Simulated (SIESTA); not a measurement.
Worked example: self-consistent single point of Pt (Fm-3m, 1 atom in the cell) in SIESTA.

Computed with GGA PBEsol, numerical atomic orbitals DZP, PseudoDojo PBEsol standard norm-conserving potentials (rewritten from UPF to PSML) (SIESTA).

```
CELL_PARAMETERS angstrom
      0.00000     1.96000     1.96000
      1.96000     0.00000     1.96000
      1.96000     1.96000     0.00000
ATOMIC_POSITIONS crystal
  Pt 0.00000 0.00000 0.00000
```

Reference input (self-consistent single point, DFT, GGA PBE, numerical atomic orbitals DZP, PseudoDojo PBE standard norm-conserving potentials (rewritten from UPF to PSML)): XC.functional = GGA; XC.authors = PBE; potentials = PseudoDojo PBE standard; PAO.BasisSize = DZP; PAO.EnergyShift = 0.01 Ry; MeshCutoff = 400 Ry; kgrid.MonkhorstPack = 12 12 12; OccupationFunction = MP; OccupationMPOrder = 0; ElectronicTemperature = 1578.21 K; MaxSCFIterations = 150; SCF.Mixer.Method = Pulay. This run's input differs from it in these lines:

```diff
@@ -1,2 +1,2 @@
-# files in the folder: Pt.psml (PseudoDojo PBE standard)
+# files in the folder: Pt.psml (PseudoDojo PBEsol standard)
 SystemName  Pt
@@ -21,3 +21,3 @@
 XC.functional                GGA
-XC.authors                   PBE
+XC.authors                   PBEsol
 PAO.BasisSize                DZP
```

Log, with long lists cut:

```
        iscf     Eharris(eV)        E_KS(eV)     FreeEng(eV)     dDmax    Ef(eV) dHmax(eV)
   scf:    1    -3544.816629    -3549.264106    -3549.281607  0.959433  0.578479  9.366051
   scf:    2    -3550.884330    -3550.099451    -3550.116336  0.140830  0.075893  7.437147
   scf:    3    -3552.155696    -3551.503136    -3551.520523  0.473041 -1.919138  0.051822
   scf:    4    -3551.503529    -3551.503379    -3551.520803  0.004709 -1.911094  0.040208
   scf:    5    -3551.503434    -3551.503409    -3551.520864  0.005386 -1.945523  0.002686
   scf:    6    -3551.503406    -3551.503408    -3551.520864  0.000156 -1.946789  0.002681
mix: Pulay -- inversion failed, > SVD [rank/size] 4 / 5
   scf:    7    -3551.503409    -3551.503408    -3551.520864  0.000167 -1.947765  0.000024
   scf:    8    -3551.503408    -3551.503408    -3551.520864  0.000001 -1.947754  0.000007
SCF Convergence by DM+H criterion
max |DM_out - DM_in|         :     0.0000011537
max |H_out - H_in|      (eV) :     0.0000071968
SCF cycle converged after 8 iterations

Using DM_out to compute the final energy and forces

siesta: E_KS(eV) =            -3551.5034

siesta: E_KS - E_eggbox =     -3551.5034

siesta: Atomic forces (eV/Ang):
     1   -0.000000   -0.000000    0.000000
   Tot   -0.000000   -0.000000    0.000000
   Max    0.000000
   Res    0.000000    sqrt( Sum f_i^2 / 3N )
   Max    0.000000    constrained

Stress tensor Voigt[x,y,z,yz,xz,xy] (kbar):       17.83       17.83       17.83       -0.04       -0.04       -0.04
(Free)E + p*V (eV/cell)    -3551.6885
Target enthalpy (eV/cell)    -3551.5209

siesta: Program's energy decomposition (eV):
siesta: FreeEng =     -3551.520864

siesta: Stress tensor (static) (eV/Ang**3):
   [... lines left out ...]
siesta: Cell volume =         15.059072 Ang**3
siesta:         -17.83450788        -17.83450788  kBar
   [... lines left out ...]
               5dz2    5dxz    5dx2-y2
   1 18.000   1.982   1.161  -0.286   1.985   1.985   1.985   0.280   0.280
              0.280   1.524   1.524   1.672   1.524   1.672   0.082   0.082

              0.092   0.082   0.092

mulliken: Qtot =       18.000

Mulliken Atomic Populations:
Atom #   charge [q] valence [e]  Species
     1     0.000000   18.000000  Pt
 Total     0.000000
```

The run converged in 8 iterations. Against the reference run the pressure goes from 8.81 to -1.78 GPa.

The starting cell has typed, rounded lattice constants, without a prior relaxation at this level. Spin polarisation is off. Values carry the incompleteness of an atom-centred basis.
